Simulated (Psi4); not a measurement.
Psi4 1.11, BP86/def2-svp: Cr(O)(S)(F)(SH) ([O]=[Cr]([F])(=[S])[SH]), 6 atoms. The geometry is a generated start, not checked to be a minimum at this level.

```yaml
task: energy
method: bp86
basis: def2-svp
memory: 3 GB
maxiter: 100
keys_of_the_molecule_block: symmetry c1
scf_type: df (default)
guess: auto, which took SAD (default)
scf_initial_accelerator: adiis (default)
e_convergence: 1e-06 (default)
d_convergence: 1e-06 (default)
dft_radial_points: 75 (default)
dft_spherical_points: 302 (default)
basis_functions: 100
grid_points: 130936
```

```xyz
6

Cr     0.3699     0.0932    -0.5419
O      1.8263     0.6235    -0.5478
S      0.3388    -1.9550    -0.3149
F     -0.8097     0.4340    -1.6995
S     -0.3844     0.8541     1.4216
H     -1.3407    -0.0498     1.6825
```

Charge 0 and multiplicity 1 are set for this test and not shown to be the ground state.

One run each on 2 threads. Values of diis_max_vecs tried: 3, 6, 10 (default), 20.

Which value of diis_max_vecs needs the fewest SCF iterations, and what happens away from it?

Fewest SCF iterations, within one of each other: 10 (default) with 19, 20 with 18. The count rises to 51 at 6. The run ends without SCF convergence in 100 iterations at 3.

| diis_max_vecs | SCF iterations | end |
|---|---|---|
| 3 | 100 | no convergence |
| 6 | 51 | same solution |
| 10 (default) | 19 | same solution |
| 20 | 18 | same solution |
